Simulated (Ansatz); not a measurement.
**Response to strain in TiB2**

The reference is TiB2 (space group P6/mmm, No. 191; a = 3.0324 Å, c = 3.2238 Å; relaxed with 0.1 eV smearing). Axes: x lies along a and z along c of the hexagonal cell.

Strains are applied to the cell and any free atomic positions relax.

Computed with PBE/PAW in Ansatz (a quantum-chemistry and plane-wave program), without spin-orbit coupling.

Notes on the quantities. energy relative to the base: free energy F.

```csv
uniaxial strain ε_zz (%),energy relative to the base (meV/atom)
-3,11.5
-2.5,7.9
-2,5.0
-1.5,?
-1,1.2
-0.5,0.3
0,0.0
```

Q: Fit ΔE = Aε² + Bε³ (ε in %) to the rows shown and predict the withheld row.

A: Least squares on the printed values gives A = 1.19 and B = -0.030 meV/atom (largest residual 0.0 meV/atom); this predicts 2.8 meV/atom, and the run gives 2.8 meV/atom, in agreement.

No phonon test of stability was made. All final runs are without spin polarisation.
